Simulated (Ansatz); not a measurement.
# W2Si (model structure, started from the Cu2Sb type, P4/nmm, No. 129, 6 atoms in the cell): properties by level of theory

```json
[
 {"level (code)": "PBE (Ansatz)", "lattice parameter a (Å)": "3.692", "lattice parameter c (Å)": "6.759"},
 {"level (code)": "PBEsol (Ansatz)", "lattice parameter a (Å)": "3.657", "lattice parameter c (Å)": "6.711"},
 {"level (code)": "PBE-D3(BJ) (Ansatz)", "lattice parameter a (Å)": "3.657", "lattice parameter c (Å)": "6.709"}
]
```

Ansatz's density-functional and Hartree–Fock values are scalar-relativistic unless marked +SOC, with PAW data made under PBE.

Static lattice: no zero-point or thermal effects.

A model structure was made by putting elements into a prototype or built by hand; it is no filed structure, need not be a known phase, and can be a saddle point held by its symmetry.

Ansatz is a quantum-chemistry and plane-wave program.
